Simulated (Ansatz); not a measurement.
# Computed paths: interstitial O in rock-salt ZrN, neutral cell

Consider interstitial O in rock-salt ZrN, neutral cell. Method: PBE, PAW (plane waves to 420 eV; Ansatz, a quantum-chemistry and plane-wave program).

64-site cell at the relaxed PBE lattice, a 2×2×2 k-point mesh shifted by half a step, smearing 0.10 eV, spin-restricted, no finite-size correction. Energies are static. Sites that were not tried may lie lower.

Barriers: single points on a 3×3×3 k-point mesh shifted by half a step at the bands' geometries (they differ from the bands' own by up to 0.39 eV, and are uncertain by about as much).

```
Route                                        Start site over the lowest site run (eV)  Hop (Å)  Forward barrier (eV)  Backward barrier (eV)      Neighbours at the start                            Neighbours at the saddle                        Saddle order  Forward, on the band's own sampling (eV)
-------------------------------------------  ----------------------------------------  -------  --------------------  ---------------------  ---------------------------  --------------------------------------------------  ----------------------------------  ----------------------------------------
several atoms move together, O the farthest                                      0.00     2.30                  2.67                   2.67  4 N at 2.31; 4 Zr at 2.04 Å  N at 2.09, N at 2.38; 2 Zr at 1.95, 2 Zr at 2.31 Å  not checked, on a symmetry element                                      2.28
```

Paths come from CI-NEB runs.  A band can be held on a symmetry element, so unchecked saddle points there may be too high.

The whole set of runs took about 5 core-hours (a rough figure).
